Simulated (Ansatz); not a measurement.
The (111) surface of rutile IrO2 in its 1x1 cell (cut with top plane Ir, bottom plane Ir), outermost plane spacing 0.86 Å in the ideal cut (one of several cuts of this face), with 1 Ir a cell over the bulk's ratio

All values below come from PBE (plane waves to 420 eV, PAW; Ansatz, an electronic-structure program).

Set-up: 31 atoms, Ir11O20, 11.3 Å thick at the start; mesh 7x7x1; 0.1 eV smearing; dipole correction on; all atoms relaxed; held to the start's symmetry, so lower structures may exist; no spin, no spin-orbit, no U.

* **work function of the top face**: 4.70 eV
* **energy released by relaxation**: 1.59 eV
* **cost**: very roughly 26 core-minutes
